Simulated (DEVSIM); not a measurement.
Device: Schottky contact on n-type InP, at 400 K.

| layer (left to right) | material | thickness (μm) | Nd (cm⁻³) | τn (s) | τp (s) |
|---|---|---|---|---|---|
| 1 | InP | 0.580 | 4.1e15 | 6.1e-9 | 6.1e-9 |

Left contact: Schottky, work function 4.85 eV, emission velocity 3.2e6 cm/s. Right contact: ohmic. Voltage is applied to the left contact. Recombination: SRH at mid-gap, radiative. Mobility is μmin + (μ − μmin)/(1 + (N/Nref)^α).

Constants are typed, rounded textbook-type inputs, not results; the design itself was drawn at random and stands for no fabricated device. Values at 300 K; Nc and Nv go as T^1.5, mobilities as T to minus their exponent, the gap by Varshni's rule with the affinity fixed.

| parameter | InP |
|---|---|
| gap (eV) | 1.344 |
| affinity (eV) | 4.38 |
| permittivity | 12.5 |
| Nc (cm⁻³) | 5.7e17 |
| Nv (cm⁻³) | 1.1e19 |
| μn (cm²/Vs) | 5200 |
| μp (cm²/Vs) | 170 |
| μn,min | 400 |
| μp,min | 10 |
| Nref,n | 3e17 |
| Nref,p | 4.9e17 |
| αn | 0.47 |
| αp | 0.62 |
| T exponent of μn | 2 |
| T exponent of μp | 2 |
| B (cm³/s) | 1.2e-10 |
| Varshni α (eV/K) | 0.000363 |
| Varshni β (K) | 162 |

DEVSIM, 1D drift-diffusion, Boltzmann statistics, complete ionisation; no tunnelling, impact ionisation, image-force lowering or self-heating. Metal contacts follow the ideal Schottky-Mott rule: no Fermi-level pinning, no interface dipoles.

Q: Tabulate band edges, carrier densities and field at zero bias.

A: Energies count from the Fermi level of the right contact; mesh points crowd at the junctions.

| x (μm) | Ec (eV) | Ev (eV) | n (cm⁻³) | p (cm⁻³) | field (V/cm) |
|---|---|---|---|---|---|
| 0.000 | 0.470 | -0.841 | 1.1e12 | 4.2e8 | -17000 |
| 0.006601 | 0.459 | -0.853 | 1.5e12 | 3.1e8 | -17000 |
| 0.01486 | 0.445 | -0.866 | 2.2e12 | 2.1e8 | -16000 |
| 0.02331 | 0.431 | -0.880 | 3.2e12 | 1.4e8 | -16000 |
| 0.04058 | 0.405 | -0.906 | 6.9e12 | 6.4e7 | -15000 |
| 0.05738 | 0.381 | -0.931 | 1.4e13 | 3.2e7 | -14000 |
| 0.07841 | 0.353 | -0.958 | 3.1e13 | 1.4e7 | -13000 |
| 0.1149 | 0.311 | -1.000 | 1.1e14 | 4200000 | -10000 |
| 0.1439 | 0.283 | -1.028 | 2.4e14 | 1900000 | -8800 |
| 0.1866 | 0.250 | -1.061 | 6.2e14 | 720000 | -6500 |
| 0.2401 | 0.222 | -1.089 | 1.4e15 | 320000 | -4100 |
| 0.3235 | 0.199 | -1.113 | 2.7e15 | 160000 | -1700 |
| 0.3803 | 0.192 | -1.120 | 3.4e15 | 130000 | -870 |
| 0.4257 | 0.189 | -1.123 | 3.7e15 | 120000 | -500 |
| 0.4673 | 0.187 | -1.124 | 3.9e15 | 120000 | -300 |
| 0.4952 | 0.186 | -1.125 | 3.9e15 | 110000 | -220 |
| 0.5175 | 0.186 | -1.125 | 4.0e15 | 110000 | -180 |
| 0.5353 | 0.186 | -1.126 | 4.0e15 | 110000 | -160 |
| 0.5536 | 0.185 | -1.126 | 4.1e15 | 110000 | -140 |
| 0.5626 | 0.185 | -1.126 | 4.1e15 | 110000 | -140 |
| 0.5714 | 0.185 | -1.126 | 4.1e15 | 110000 | -130 |
| 0.5800 | 0.185 | -1.126 | 4.1e15 | 110000 | -130 |
